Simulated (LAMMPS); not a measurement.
Cu (fcc) at 300 K and zero pressure, started from the crystal, with several potentials, in cells of their own sizes.

Interatomic potentials used:
- EAM-type AlCu.adp: classical MD, pair style adp, file AlCu.adp (LAMMPS); Apostol and Mishin, Phys Rev B 83, 054116 (2011)
- EAM-type AlCu.eam.alloy: classical MD, pair style eam/alloy, file AlCu.eam.alloy (LAMMPS); Cai and Ye, Phys Rev B, 54, 8398-8410 (1996)
- EAM-type CuNi.eam.alloy: classical MD, pair style eam/alloy, file CuNi.eam.alloy (LAMMPS); Onat and Durukanoglu, J Phys Cond Matt, 26, 035404 (2014)
- EAM-type CuZr_mm.eam.fs: classical MD, pair style eam/fs, file CuZr_mm.eam.fs (LAMMPS)
- EAM-type Cu_mishin1.eam.alloy: classical MD, pair style eam/alloy, file Cu_mishin1.eam.alloy (LAMMPS); Mishin, Phys Rev B, 63, 224106 (2001)
- EAM-type Cu_zhou.eam.alloy: classical MD, pair style eam/alloy, file Cu_zhou.eam.alloy (LAMMPS); Zhou et al, Acta Mater, 49, 4005 (2001)
- EAM-type smf7: classical MD, pair style eam, the elements' _smf7.eam files (smf7) (LAMMPS); Foiles, Phys Rev B 32, 7685 (1985)
- EAM-type universal-3 set of Foiles, Baskes and Daw: classical MD, pair style eam, the elements' _u3.eam files (universal-3 set of Foiles, Baskes and Daw) (LAMMPS); Foiles et al, Phys Rev B, 33, 7983 (1986)
- MEAM AlSiMgCuFe.meam: classical MD, pair style meam, file AlSiMgCuFe.meam (LAMMPS); Jelinek, Groh, Horstemeyer, Houze, Kim, Wagner, Moitra and Baskes, Phys Rev B, 85, 245102 (2012)
- MEAM library.meam-Cu: classical MD, pair style meam, file library.meam (library.meam-Cu) (LAMMPS); Baskes, Phys Rev B, 46, 2727-2742 (1992)
- SNAP Cu_Zuo_JPCA2020.quadratic.snap: MD with a machine-learned potential, pair style snap, file Cu_Zuo_JPCA2020.quadratic.snap (LAMMPS); Y. Zuo, C. Chen, X, Li, Z. Deng, Y. Chen, J. Behler, G. Csányi, A. V. Shapeev, A. P. Thompson, M. A. Wood, S. P. Ong, "Performance and Cost Assessment of Machine Learning Interatomic Potentials" J. Phys. Chem. A 124, 4, 731-745 (2020)
- SNAP Cu_Zuo_JPCA2020.snap: MD with a machine-learned potential, pair style snap, file Cu_Zuo_JPCA2020.snap (LAMMPS); Y. Zuo, C. Chen, X, Li, Z. Deng, Y. Chen, J. Behler, G. Csányi, A. V. Shapeev, A. P. Thompson, M. A. Wood, S. P. Ong, "Performance and Cost Assessment of Machine Learning Interatomic Potentials" J. Phys. Chem. A 124, 4, 731-745 (2020)
- bond-order AlCu.bop.table: classical MD, pair style bop, file AlCu.bop.table (LAMMPS); Zhou, Ward, and Foster, Phys. Chem. Chem. Phys., under consideration

```
potential                                                                         state                    volume  first peak of g(r)       coordination number  mean phonon frequency  rough cost (ms per atom and simulated ps)
--------------------------------------------------  -----------------------------------  ------------------------  ------------------  ------------------------  ---------------------  -----------------------------------------
bond-order AlCu.bop.table                           crystal; no diffusion seen in 15 ps  11.8731 ± 0.0003 Å³/atom  2.55 Å, height 7.8  12.0 (counted to 3.06 Å)                5.4 THz                                   10 to 30
EAM-type AlCu.adp                                   crystal; no diffusion seen in 30 ps  11.9772 ± 0.0002 Å³/atom  2.56 Å, height 7.7  12.0 (counted to 3.10 Å)                5.0 THz                                    3 to 10
EAM-type AlCu.eam.alloy                             crystal; no diffusion seen in 30 ps  12.0101 ± 0.0002 Å³/atom  2.56 Å, height 7.4  12.0 (counted to 3.10 Å)                4.9 THz                                     1 to 3
EAM-type CuNi.eam.alloy                             crystal; no diffusion seen in 30 ps  11.9823 ± 0.0002 Å³/atom  2.56 Å, height 7.4  12.0 (counted to 3.10 Å)                4.9 THz                                   0.3 to 1
EAM-type CuZr_mm.eam.fs                             crystal; no diffusion seen in 30 ps  12.1661 ± 0.0003 Å³/atom  2.58 Å, height 7.8  12.0 (counted to 3.10 Å)                4.9 THz                                    3 to 10
EAM-type Cu_mishin1.eam.alloy                       crystal; no diffusion seen in 30 ps  11.9766 ± 0.0001 Å³/atom  2.56 Å, height 7.7  12.0 (counted to 3.10 Å)                5.0 THz                                   0.3 to 1
EAM-type Cu_zhou.eam.alloy                          crystal; no diffusion seen in 30 ps  11.9075 ± 0.0002 Å³/atom  2.55 Å, height 7.3  12.0 (counted to 3.10 Å)                4.7 THz                                     1 to 3
EAM-type smf7                                       crystal; no diffusion seen in 30 ps  11.9973 ± 0.0001 Å³/atom  2.56 Å, height 7.4  12.0 (counted to 3.10 Å)                4.9 THz                                   0.3 to 1
EAM-type universal-3 set of Foiles, Baskes and Daw  crystal; no diffusion seen in 30 ps  11.9855 ± 0.0002 Å³/atom  2.56 Å, height 7.5  12.0 (counted to 3.10 Å)                4.9 THz                                   0.3 to 1
MEAM AlSiMgCuFe.meam                                crystal; no diffusion seen in 30 ps  12.0285 ± 0.0004 Å³/atom  2.56 Å, height 7.4  12.0 (counted to 3.14 Å)                4.8 THz                                   10 to 30
MEAM library.meam-Cu                                crystal; no diffusion seen in 30 ps  11.9542 ± 0.0002 Å³/atom  2.56 Å, height 7.8  12.0 (counted to 3.06 Å)                5.3 THz                                    3 to 10
SNAP Cu_Zuo_JPCA2020.quadratic.snap                 crystal; no diffusion seen in 15 ps  12.2417 ± 0.0008 Å³/atom  2.58 Å, height 7.5  12.0 (counted to 3.10 Å)                4.7 THz                                  30 to 100
SNAP Cu_Zuo_JPCA2020.snap                           crystal; no diffusion seen in 15 ps  12.1302 ± 0.0008 Å³/atom  2.57 Å, height 7.5  12.0 (counted to 3.14 Å)                4.8 THz                                  30 to 100
```

Costs are rough: whole-run CPU time with set-up and analysis, from shared machines, in bands a factor of about three wide.

Caution: the potential MEAM library.meam-Cu is a first-neighbour MEAM set with a 4 Å cutoff, used here without a parameter file and away from the static properties it was fitted to.

States go by the mean squared displacement: a species diffuses where it passes 1.5 Å², still rises and gives D over 1e-6 cm²/s; a crystal has left its structure where atoms lie 0.35 Å off their sites on average or a cubic box changes its shape by 3 %, or the axial ratios of another lie 8 % off the starting cell's, which the potential's own relaxation can also do.

The ± values are statistical; the model's systematic error is not in them.
